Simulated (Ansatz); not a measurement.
## TiB2 under a change: uniaxial strain ε_zz = +1.00 %

Take TiB2 (space group P6/mmm, No. 191; a = 3.032 Å, c = 3.224 Å; relaxed with 0.1 eV smearing) as the base. Axes: x lies along a and z along c of the hexagonal cell.

Perturbation: the cell is stretched by 1.00 % along z with no lateral relaxation, atoms relaxed at fixed cell.

Calculations: PBE (Ansatz, a quantum-chemistry and plane-wave program), no spin-orbit coupling. k-mesh 22×22×18 (Γ-centred); smearing 0.1 eV (Fermi–Dirac).

The volume per atom increases by 0.086 Å³ to 8.64 Å³ and the space group stays P6/mmm (No. 191). The shortest interatomic distance stays 3.308 bohr and the energy increases by 1.2 meV/atom. The band gap stays zero and the stress (xx, yy, zz, yz, xz, xy; compression positive) is (-1.0, -1.0, -4.4, 0.0, 0.0, 0.0) GPa.

Whether these cells are dynamically stable was not tested. All final runs are without spin polarisation.
